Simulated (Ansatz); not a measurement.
## A computed series for hypothetical P-3m1 Cd3N2: response to strain

Start from Cd3N2 (space group P-3m1, No. 164; a = 3.666 Å, c = 6.370 Å; a hypothetical phase, not in the database extracts checked). Axes: x lies along a and z along c of the hexagonal cell.

Strains are applied to the cell and any free atomic positions relax.

Levels (all Ansatz, an electronic-structure program, PAW): PBEsol (420 eV, scalar-relativistic without spin-orbit coupling); r2SCAN (500 eV, no SOC).

Pressures by level, all at the geometries relaxed with PBEsol:

```tsv
case	PBEsol	r2SCAN
base	0.0 GPa	2.2 GPa
isotropic strain +1.52 %	-4.4 GPa	-2.6 GPa
isotropic strain +1.54 %	-4.4 GPa	-2.6 GPa
tensor shear ε_yz = +0.89 %	0.0 GPa	2.3 GPa
strain tensor (xx, yy, zz, yz, xz, xy) = (−1.19, +0.08, −2.03, +0.87, +0.17, +0.15) %	3.7 GPa	6.2 GPa
```

Single points use the geometry relaxed with PBEsol. Their cutoffs differ, which shifts pressures a little. Stability against distortions was not tested. The final runs are not spin-polarised.
